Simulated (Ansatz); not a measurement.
## The (21-32) surface of hcp Tl in its 1x1 cell, outermost plane spacing 0.72 Å in the ideal cut

These are PBE (plane waves to 420 eV, PAW; Ansatz, an electronic-structure program) values and carry that method's errors.

Set-up: 20 atoms, 10.5 Å thick at the start (thin: gaps and levels are the slab's own); mesh 6x5x1; 0.1 eV smearing; dipole correction on; all atoms relaxed; symmetry of the start imposed; no spin, no spin-orbit, no U.

```yaml
surface energy (mean of both faces): 0.29 J/m²
surface_energy_before_relaxation: 0.31 J/m²
work_function_of_the_top_face: 3.49 eV
energy_released_by_relaxation: 0.16 eV
cost: roughly 50 core-minutes
```
